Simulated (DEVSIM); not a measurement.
Device: abrupt In0.53Ga0.47As p-n junction, at 450 K.

```csv
layer (left to right),material,thickness (μm),Nd (cm⁻³),Na (cm⁻³),τn (s),τp (s)
1,In0.53Ga0.47As,17.0,-,3.5e17,1.2e-8,1.2e-8
2,In0.53Ga0.47As,27.0,3.7e16,-,1.2e-8,1.2e-8
```

Left contact: ohmic. Right contact: ohmic. Voltage is applied to the left contact. Recombination: SRH at mid-gap. Mobility is μmin + (μ − μmin)/(1 + (N/Nref)^α).

Constants are typed, rounded textbook-type inputs, not results; the design itself was drawn at random and stands for no fabricated device. Values at 300 K; Nc and Nv go as T^1.5, mobilities as T to minus their exponent, the gap by Varshni's rule with the affinity fixed.

```
parameter         In0.53Ga0.47As
----------------  --------------
gap (eV)                    0.74
affinity (eV)               4.51
permittivity                13.9
Nc (cm⁻³)                 2.1e17
Nv (cm⁻³)                 7.7e18
μn (cm²/Vs)                12000
μp (cm²/Vs)                  300
μn,min                       300
μp,min                        10
Nref,n                    1.3e17
Nref,p                    4.9e17
αn                          0.48
αp                           0.4
T exponent of μn             1.6
T exponent of μp             1.6
Varshni α (eV/K)         0.00035
Varshni β (K)                190
```

DEVSIM, 1D drift-diffusion, Boltzmann statistics, complete ionisation; no tunnelling, impact ionisation, image-force lowering or self-heating.

Tabulate band edges, carrier densities and field at zero bias.

Energies count from the Fermi level of the right contact; mesh points crowd at the junctions.

```json
[
 {"x (μm)": "0.000", "Ec (eV)": "0.550", "Ev (eV)": "-0.143", "n (cm⁻³)": "2.7e11", "p (cm⁻³)": "3.5e17", "field (V/cm)": "≈ 0"},
 {"x (μm)": "0.04529", "Ec (eV)": "0.550", "Ev (eV)": "-0.143", "n (cm⁻³)": "2.7e11", "p (cm⁻³)": "3.5e17", "field (V/cm)": "≈ 0"},
 {"x (μm)": "0.1758", "Ec (eV)": "0.550", "Ev (eV)": "-0.143", "n (cm⁻³)": "2.7e11", "p (cm⁻³)": "3.5e17", "field (V/cm)": "≈ 0"},
 {"x (μm)": "0.5758", "Ec (eV)": "0.550", "Ev (eV)": "-0.143", "n (cm⁻³)": "2.7e11", "p (cm⁻³)": "3.5e17", "field (V/cm)": "≈ 0"},
 {"x (μm)": "2.370", "Ec (eV)": "0.550", "Ev (eV)": "-0.143", "n (cm⁻³)": "2.7e11", "p (cm⁻³)": "3.5e17", "field (V/cm)": "≈ 0"},
 {"x (μm)": "7.160", "Ec (eV)": "0.550", "Ev (eV)": "-0.143", "n (cm⁻³)": "2.7e11", "p (cm⁻³)": "3.5e17", "field (V/cm)": "≈ 0"},
 {"x (μm)": "13.40", "Ec (eV)": "0.550", "Ev (eV)": "-0.143", "n (cm⁻³)": "2.7e11", "p (cm⁻³)": "3.5e17", "field (V/cm)": "≈ 0"},
 {"x (μm)": "16.15", "Ec (eV)": "0.550", "Ev (eV)": "-0.143", "n (cm⁻³)": "2.7e11", "p (cm⁻³)": "3.5e17", "field (V/cm)": "≈ 0"},
 {"x (μm)": "16.72", "Ec (eV)": "0.550", "Ev (eV)": "-0.143", "n (cm⁻³)": "2.7e11", "p (cm⁻³)": "3.5e17", "field (V/cm)": "≈ 0"},
 {"x (μm)": "16.92", "Ec (eV)": "0.550", "Ev (eV)": "-0.143", "n (cm⁻³)": "2.7e11", "p (cm⁻³)": "3.5e17", "field (V/cm)": "-18"},
 {"x (μm)": "16.99", "Ec (eV)": "0.525", "Ev (eV)": "-0.168", "n (cm⁻³)": "5.0e11", "p (cm⁻³)": "1.9e17", "field (V/cm)": "-24000"},
 {"x (μm)": "17.04", "Ec (eV)": "0.280", "Ev (eV)": "-0.413", "n (cm⁻³)": "2.8e14", "p (cm⁻³)": "3.3e14", "field (V/cm)": "-38000"},
 {"x (μm)": "17.16", "Ec (eV)": "0.097", "Ev (eV)": "-0.597", "n (cm⁻³)": "3.2e16", "p (cm⁻³)": "2.9e12", "field (V/cm)": "-2000"},
 {"x (μm)": "17.51", "Ec (eV)": "0.091", "Ev (eV)": "-0.603", "n (cm⁻³)": "3.7e16", "p (cm⁻³)": "2.5e12", "field (V/cm)": "≈ 0"},
 {"x (μm)": "19.19", "Ec (eV)": "0.091", "Ev (eV)": "-0.603", "n (cm⁻³)": "3.7e16", "p (cm⁻³)": "2.5e12", "field (V/cm)": "≈ 0"},
 {"x (μm)": "23.63", "Ec (eV)": "0.091", "Ev (eV)": "-0.603", "n (cm⁻³)": "3.7e16", "p (cm⁻³)": "2.5e12", "field (V/cm)": "≈ 0"},
 {"x (μm)": "34.26", "Ec (eV)": "0.091", "Ev (eV)": "-0.603", "n (cm⁻³)": "3.7e16", "p (cm⁻³)": "2.5e12", "field (V/cm)": "≈ 0"},
 {"x (μm)": "40.64", "Ec (eV)": "0.091", "Ev (eV)": "-0.603", "n (cm⁻³)": "3.7e16", "p (cm⁻³)": "2.5e12", "field (V/cm)": "≈ 0"},
 {"x (μm)": "43.21", "Ec (eV)": "0.091", "Ev (eV)": "-0.603", "n (cm⁻³)": "3.7e16", "p (cm⁻³)": "2.5e12", "field (V/cm)": "≈ 0"},
 {"x (μm)": "43.74", "Ec (eV)": "0.091", "Ev (eV)": "-0.603", "n (cm⁻³)": "3.7e16", "p (cm⁻³)": "2.5e12", "field (V/cm)": "≈ 0"},
 {"x (μm)": "43.93", "Ec (eV)": "0.091", "Ev (eV)": "-0.603", "n (cm⁻³)": "3.7e16", "p (cm⁻³)": "2.5e12", "field (V/cm)": "≈ 0"},
 {"x (μm)": "44.00", "Ec (eV)": "0.091", "Ev (eV)": "-0.603", "n (cm⁻³)": "3.7e16", "p (cm⁻³)": "2.5e12", "field (V/cm)": "≈ 0"}
]
```
